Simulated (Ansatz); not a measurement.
Take Ti in the hcp (Mg type) structure (space group P6_3/mmc, No. 194; a = 2.8644 Å, c = 4.5373 Å; relaxed with 0.1 eV smearing) as the base. Axes: x lies along a and z along c of the hexagonal cell.

All numbers come from LDA (Ansatz, a program for electronic structure), no SOC.

Perturbation: the cell is stretched by 1.00 % along x with no lateral relaxation; the atoms relax in the strained cell.

Task: Predict the new largest internal atomic displacement.

Result: The largest internal atomic displacement comes out as 0.012 Å.

Task: What does the calculation give for the stress after the change?

Result: The stress (xx, yy, zz, yz, xz, xy; compression positive) comes out as (-1.6, -1.1, -0.9, 0.0, 0.0, 0.0) GPa.

Whether these cells are dynamically stable was not tested. The final runs are not spin-polarised.
